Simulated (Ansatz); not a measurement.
Start from MgSe in the rock salt structure (space group Fm-3m, No. 225; a = 5.450 Å).

Now apply this change: a hydrostatic pressure of 9 GPa.

Levels (all Ansatz, a quantum-chemistry and plane-wave program, PAW): PBEsol (420 eV, no spin-orbit coupling); r2SCAN (500 eV, scalar-relativistic without spin-orbit coupling); HSE06 (420 eV, no spin-orbit coupling).

One geometry, relaxed with PBEsol, under each level:

Notes on the quantities. hole mass: degenerate bands, along [100].

| level | band gap | lowest conduction level above the VBM at special points | electron mass | hole mass | pressure |
|---|---|---|---|---|---|
| PBEsol | 1.95 eV | X 1.95 eV; K 3.10 eV; U 3.10 eV; Γ 3.30 eV | 0.50 mₑ along k, 0.24 mₑ across (at X) | 0.18, 0.68, 0.68 mₑ (at Γ) | 9.00 GPa |
| r2SCAN | 2.69 eV | X 2.69 eV; K 3.82 eV; U 3.82 eV; Γ 4.39 eV | 0.50 mₑ along k, 0.25 mₑ across (at X) | 0.22, 0.69, 0.69 mₑ (at Γ) | 10.47 GPa |
| HSE06 | 2.89 eV | X 2.89 eV; K 4.08 eV; U 4.08 eV; Γ 4.50 eV | – | – | – |

Single points use the geometry relaxed with PBEsol. Their cutoffs differ, which shifts pressures a little. The hybrid gap comes from the SCF mesh plus the semilocal run's edge points and a few special points and is an upper bound. Load acts through the strain it causes; cell and atoms are relaxed under it. Masses are band curvatures over ±0.01 Å⁻¹ around the edge. Along k means along the line from Γ to the band edge. Whether these cells are dynamically stable was not tested. Competing high-pressure phases were not computed.
